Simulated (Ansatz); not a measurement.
**ZrS2, pressure series**

Consider ZrS2 in the CdI2 type structure (space group P-3m1, No. 164; layered, stacked along the Cartesian z axis).

```xyz
3
Lattice="3.6348 0.0000 0.0000 -1.8174 3.1479 0.0000 0.0000 0.0000 5.7196" Properties=species:S:1:pos:R:3 pbc="T T T"
Zr     0.0000     0.0000     0.0000
S      0.0000     2.0986     1.4604
S      1.8174     1.0493     4.2592
```

Cell and atoms are relaxed at each pressure.

Computed with PBE-D3(BJ) (Ansatz, a first-principles code), no spin-orbit coupling.

Computed cases, in order: pressure −1 GPa; 0 GPa (base); pressure 0.3 GPa; pressure 0.7 GPa; pressure 1.5 GPa; pressure 3 GPa; pressure 5 GPa; pressure 7.5 GPa; pressure 10 GPa.

Q: Between which two neighbouring cases does the band gap open or close?

A: Between pressure 5 GPa (0.15 eV) and pressure 7.5 GPa (zero). The whole series: pressure −1 GPa: 0.83 eV; 0 GPa (base): 0.66 eV; pressure 0.3 GPa: 0.61 eV; pressure 0.7 GPa: 0.56 eV; pressure 1.5 GPa: 0.47 eV; pressure 3 GPa: 0.32 eV; pressure 5 GPa: 0.15 eV; pressure 7.5 GPa: zero; pressure 10 GPa: zero.

The mesh was chosen for an insulator and is coarse for the gapless case. Load acts through the strain it causes; cell and atoms are relaxed under it. Whether these cells are dynamically stable was not tested. No other phases were tried under pressure. All final runs are without spin polarisation. A zero or small gap of ZrS2 under pressure 5 GPa, ZrS2 under pressure 7.5 GPa and ZrS2 under pressure 10 GPa can be the functional's error rather than a property of the material.
